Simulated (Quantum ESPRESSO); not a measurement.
## A short convergence ladder for Al₃Sc (Pm-3m, 4 atoms in the cell)

```xyz
4
Lattice="4.0877 0.0000 0.0000 0.0000 4.0877 0.0000 0.0000 0.0000 4.0877" Properties=species:S:1:pos:R:3 pbc="T T T"
Sc     0.0000     0.0000     0.0000
Al     0.0000     2.0438     2.0438
Al     2.0438     0.0000     2.0438
Al     2.0438     2.0438     0.0000
```

Base method: PBE, PseudoDojo standard norm-conserving (PBE) pseudopotentials (plane waves; Quantum ESPRESSO).

Base settings: ecutwfc = 80 Ry; occupations = smearing; smearing = fermi-dirac; degauss = 0.0073499 Ry; potentials = {Sc: Sc.upf, Al: Al.upf}; K_POINTS = automatic 5 5 5 0 0 0; conv_thr = 1e-09 Ry; mixing_beta = 0.3.

**Zone-centre phonons against the cutoff**

In this ladder: ph.x.tr2_ph = 1e-14; ph.x.fildyn = dyn.G; dynmat.x.fildyn = dyn.G; dynmat.x.asr = simple.

The mesh stays at the base's, so the ladder's end is converged at best in this setting alone.

Frequencies are those of the unrelaxed cell, without the LO-TO term of polar crystals.

Only quantities that move along the ladder and can be compared are tabulated.

| ecutwfc | highest zone-centre frequency (cm⁻¹) |
|---|---|
| 40 Ry | 347.6 |
| 48 Ry | 344.2 |
| 56 Ry | 343.7 |
| 80 Ry | 344.0 |
| 120 Ry | 343.9 |

Coarsest ecutwfc that holds the highest zone-centre frequency within 2 cm⁻¹ of the last step, with all finer ones: 48 Ry; the step before is off by 3.7 cm⁻¹.

On the base run: the starting cell has typed, rounded lattice constants, without a prior relaxation at this level. Its lattice was rescaled by up to half a per cent.
